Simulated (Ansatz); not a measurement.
## A computed series for Cu: response to strain

Base system: Cu in the fcc (Cu type) structure (space group Fm-3m, No. 225; relaxed with 0.1 eV smearing).

```
CELL_PARAMETERS angstrom
      0.00000     1.78189     1.78189
      1.78189     0.00000     1.78189
      1.78189     1.78189     0.00000
ATOMIC_POSITIONS crystal
  Cu 0.00000 0.00000 0.00000
```

Cartesian axes are those of the cell as printed.

Strains are applied to the cell and any free atomic positions relax; under biaxial strain the out-of-plane vector relaxes too.

Level of theory: PBEsol (Ansatz, a first-principles code, PAW, spin-orbit coupling left out).

Notes on the quantities. pressure: mean of the normal stresses, compression positive; energy relative to the base: free energy F.

```tsv
variant	pressure	ratio −ε⊥/ε∥	energy relative to the base
base	0.0 GPa	–	0 meV/atom
biaxial strain −3.00 %, plane normal [001], relaxed out of plane	4.0 GPa	1.34	(withheld)
biaxial strain −2.50 %, plane normal [001], relaxed out of plane	3.2 GPa	(withheld)	+8.0 meV/atom
biaxial strain −1.50 %, plane normal [001], relaxed out of plane	1.8 GPa	1.36	+2.7 meV/atom
biaxial strain +0.50 %, plane normal [001], relaxed out of plane	-0.5 GPa	–	+0.3 meV/atom
biaxial strain +1.00 %, plane normal [001], relaxed out of plane	-0.9 GPa	1.43	+1.0 meV/atom
biaxial strain +1.50 %, plane normal [001], relaxed out of plane	(withheld)	1.44	+2.1 meV/atom
biaxial strain +2.00 %, plane normal [001], relaxed out of plane	-1.6 GPa	1.45	+3.6 meV/atom
biaxial strain +2.50 %, plane normal [001], relaxed out of plane	-1.8 GPa	1.47	+5.4 meV/atom
biaxial strain +3.00 %, plane normal [001], relaxed out of plane	-2.1 GPa	1.48	+7.5 meV/atom
```

Q: Fill in the withheld entries from the trend.

A: 
- biaxial strain −3.00 %, plane normal [001], relaxed out of plane, energy relative to the base: +12 meV/atom
- biaxial strain −2.50 %, plane normal [001], relaxed out of plane, ratio −ε⊥/ε∥: 1.35
- biaxial strain +1.50 %, plane normal [001], relaxed out of plane, pressure: -1.3 GPa

Stability against distortions was not tested. The final runs are not spin-polarised.
